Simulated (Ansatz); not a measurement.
The starting structures come from a database of crystals and need not be the phases stable at ambient conditions.

 Where the default PAW files enter, the runs use the earlier of Ansatz's two default sets.

Data:

```xyz
4
Lattice="3.8516 0.0000 0.0000 1.9258 3.3356 0.0000 1.9258 1.1119 6.2889" Properties=species:S:1:pos:R:3 pbc="T T T"
Ga     5.7774     3.3356     0.0461
Ga     3.8516     2.2237     3.0974
P      3.8516     2.2237     0.7857
As     1.9258     1.1119     3.9319
```

Space group of this cell: R3m. The cell is strained (all lengths scaled by 0.98); by r2SCAN its mean pressure is 5.5 GPa.

Transport runs along the normal of the first two printed cell vectors, the (001) plane of the conventional cell.

No gap correction and no spin-orbit coupling; mid-gap values are interpolated between computed energies.

Estimate the band gap and the smallest decay constant κ at mid-gap that Ansatz (a program for electronic structure) with r2SCAN returns for this system.

Gap 1.59 eV on a 10×10×10 mesh; κ = 0.108 1/Å, at the zone centre.
